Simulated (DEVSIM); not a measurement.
Device: abrupt Si n-p junction, at 300 K.

| layer (left to right) | material | thickness (μm) | Nd (cm⁻³) | Na (cm⁻³) | τn (s) | τp (s) |
|---|---|---|---|---|---|---|
| 1 | Si | 0.240 | 6.9e16 | - | 0.00011 | 0.00011 |
| 2 | Si | 2.80 | - | 1.1e17 | 0.00011 | 0.00011 |

Left contact: ohmic. Right contact: ohmic. Voltage is applied to the left contact. Recombination: SRH at mid-gap, Auger. Mobility is constant in doping.

This is a model device: material constants are rounded textbook-type values typed into the input, and sizes, dopings and lifetimes were drawn at random. Values at 300 K.

| parameter | Si |
|---|---|
| gap (eV) | 1.124 |
| affinity (eV) | 4.05 |
| permittivity | 11.7 |
| Nc (cm⁻³) | 2.86e19 |
| Nv (cm⁻³) | 3.1e19 |
| μn (cm²/Vs) | 1417 |
| μp (cm²/Vs) | 470 |
| Cn (cm⁶/s) | 2.8e-31 |
| Cp (cm⁶/s) | 9.9e-32 |

DEVSIM, 1D drift-diffusion, Boltzmann statistics, complete ionisation; no tunnelling, impact ionisation, image-force lowering or self-heating.

The thickness of layer 2 was swept, all else fixed.

```
thickness of layer 2 (μm)  dark forward voltage at 1 A/cm² (V)  dark forward voltage at 100 A/cm² (V)
-------------------------  -----------------------------------  -------------------------------------
0.56                                                (withheld)                             (withheld)
0.98                                                     0.573                                  0.695
1.7                                                      0.576                                  0.699
2.8                                                      0.578                                  0.703
4.8                                                      0.580                                  0.707
8.4                                                      0.581                                  0.713
14                                                       0.581                                  0.721
```

### Question
What belongs in the gaps?

### Answer

- 0.56, dark forward voltage at 1 A/cm² (V): 0.568
- 0.56, dark forward voltage at 100 A/cm² (V): 0.689
